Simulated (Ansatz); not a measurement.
Consider the energy of the reaction as written. Reaction: 1/8 cell B + 7/8 cell C → cell A. The sign is products less reactants.

Cell A: a slab of Pt (fcc, Fm-3m) cut along (111), 11 atoms, oblique cell of 5.62 × 2.81 Å (13.7 Å²), symmetry Pm within 0.02 Å, 10.9 Å thick under 16 Å of vacuum, in-plane vectors held at the crystal's; planes from bottom to top: Pt2 × 5 | S, its two faces unlike (dipole correction applied); added, foreign or displaced atoms, above the top plane: S bound to 3 Pt at 2.27–2.34 Å; spin state with PBE: run without spin, k-point mesh 10×19×1.
```xyz
11
Lattice="5.6173 0.0000 0.0000 1.4043 2.4323 0.0000 0.0000 0.0000 27.0627" Properties=species:S:1:pos:R:3 pbc="T T T"
Pt     5.6264     1.6168     7.9932
Pt     2.8315     1.6086     8.0006
Pt     0.0054    -0.0028    10.2920
Pt     2.8122    -0.0020    10.3224
Pt     1.3977     0.8147    12.5956
Pt     4.1943     0.8214    12.5870
Pt     5.5939     1.6350    14.8371
Pt     2.7904     1.6322    14.9535
Pt     0.0064    -0.0040    17.1745
Pt     2.7251     0.0479    17.3029
S      4.3162     0.7508    18.8687
```

Cell B: a slab of Pt (fcc, Fm-3m) cut along (111), 46 atoms, hexagonal cell of 8.43 Å (61.5 Å²), symmetry P3m1 within 0.02 Å, 10.7 Å thick under 16 Å of vacuum, in-plane vectors held at the crystal's; planes from bottom to top: Pt9 × 5 | S, its two faces unlike (dipole correction applied); added, foreign or displaced atoms, above the top plane: S bound to 3 Pt at 2.27 Å; spin state with PBE: run without spin, k-point mesh 5×5×1.
```
CELL_PARAMETERS angstrom
      8.42589     0.00000     0.00000
      4.21295     7.29704     0.00000
      0.00000     0.00000    27.06268
ATOMIC_POSITIONS crystal
  Pt 0.88880 0.22227 0.29552
  Pt 0.22227 0.22227 0.29552
  Pt 0.55549 0.22235 0.29575
  Pt 0.88864 0.55605 0.29557
  Pt 0.22235 0.55549 0.29575
  Pt 0.55549 0.55549 0.29575
  Pt 0.88864 0.88864 0.29557
  Pt 0.22227 0.88880 0.29552
  Pt 0.55605 0.88864 0.29557
  Pt 0.99985 0.99985 0.38061
  Pt 0.33364 0.99985 0.38061
  Pt 0.66655 0.00023 0.38106
  Pt 0.99985 0.33364 0.38061
  Pt 0.33341 0.33341 0.38130
  Pt 0.66652 0.33341 0.38130
  Pt 0.00023 0.66655 0.38106
  Pt 0.33341 0.66652 0.38130
  Pt 0.66655 0.66655 0.38106
  Pt 0.11111 0.11111 0.46433
  Pt 0.44365 0.11139 0.46519
  Pt 0.77829 0.11139 0.46519
  Pt 0.11139 0.44365 0.46519
  Pt 0.44444 0.44444 0.46556
  Pt 0.77829 0.44365 0.46519
  Pt 0.11139 0.77829 0.46519
  Pt 0.44365 0.77829 0.46519
  Pt 0.77778 0.77778 0.46466
  Pt 0.88789 0.22272 0.55022
  Pt 0.22272 0.22272 0.55022
  Pt 0.55517 0.22299 0.54969
  Pt 0.88917 0.55499 0.54865
  Pt 0.22299 0.55517 0.54969
  Pt 0.55517 0.55517 0.54969
  Pt 0.88917 0.88917 0.54865
  Pt 0.22272 0.88789 0.55022
  Pt 0.55499 0.88917 0.54865
  Pt 0.99999 0.99999 0.63541
  Pt 0.33336 0.99999 0.63541
  Pt 0.66923 0.99487 0.63410
  Pt 0.99999 0.33336 0.63541
  Pt 0.32681 0.32681 0.63724
  Pt 0.67971 0.32681 0.63724
  Pt 0.99487 0.66923 0.63410
  Pt 0.32681 0.67971 0.63724
  Pt 0.66923 0.66923 0.63410
  S  0.44444 0.44444 0.69215
```

Cell C: a slab of Pt (fcc, Fm-3m) cut along (111), 6 atoms, hexagonal cell of 2.81 Å (6.8 Å²), symmetry P3m1 within 0.02 Å, 11.1 Å thick under 16 Å of vacuum, in-plane vectors held at the crystal's; planes from bottom to top: Pt × 5 | S, its two faces unlike (dipole correction applied); added, foreign or displaced atoms, above the top plane: S bound to 3 Pt at 2.46 Å; spin state with PBE: run without spin, k-point mesh 19×19×1.
```yaml
crystal:
  lattice:
    - [2.80863, 0.00000, 0.00000]
    - [1.40432, 2.43235, 0.00000]
    - [0.00000, 0.00000, 27.06268]
  atoms:
    - { symbol: Pt, position: [0.66667, 0.66667, 0.29506] }
    - { symbol: Pt, position: [0.00000, 0.00000, 0.38044] }
    - { symbol: Pt, position: [0.33333, 0.33333, 0.46483] }
    - { symbol: Pt, position: [0.66667, 0.66667, 0.54994] }
    - { symbol: Pt, position: [0.00000, 0.00000, 0.63561] }
    - { symbol: S, position: [0.33333, 0.33333, 0.70394] }
```

All numbers come from Ansatz (a first-principles code), plane waves with PAW, its default PAW set, cutoff 420 eV, 500 eV for r2SCAN. The structures are at rest with PBE, within the held lattices; other levels are single points on them. Neutral cells; Fermi-Dirac smearing of at most 0.10 eV in the solids, energies taken to zero width. The lattices are those relaxed with PBE, so at other levels the solids can be strained, which adds to the spread. Larger cells are relaxed from a start prepared with the learned potential CHGNet, on a coarser mesh till forces fall under 0.03 eV/Å, which some starts already meet. A dispersion term (D3(BJ), or D4 for r2SCAN) was computed beside these levels and is taken off wherever the name lacks it. The PAW files were made for PBE and serve at the other functionals too. Space groups of crystals are read within 0.01 Å. Static lattices, no vibrational contributions. Cells are local rest points, mostly with their start's symmetry. Spin-orbit coupling is left out. No correction for cell size. The cells' k-point meshes differ in density, so the last digit is unsettled. Cell A has symmetry Pm within 0.02 Å and got no random move, so less symmetric positions, which may lie lower, weren't tried. Cell B has symmetry P3m1 within 0.02 Å and got no random move, so less symmetric positions, which may lie lower, weren't tried. Cell C has symmetry P3m1 within 0.02 Å and got no random move, so less symmetric positions, which may lie lower, weren't tried.

Question: Predict the value from PBE.

Answer: -1.00 eV, for 1/8 cell B + 7/8 cell C → cell A.

Question: How does the value move with the functional?

Answer: 
```
Method  value (eV)  less PBE
------  ----------  --------
r2SCAN       -1.15     -0.15
```

The levels shown span 0.15 eV, from r2SCAN (-1.15) to PBE (-1.00).
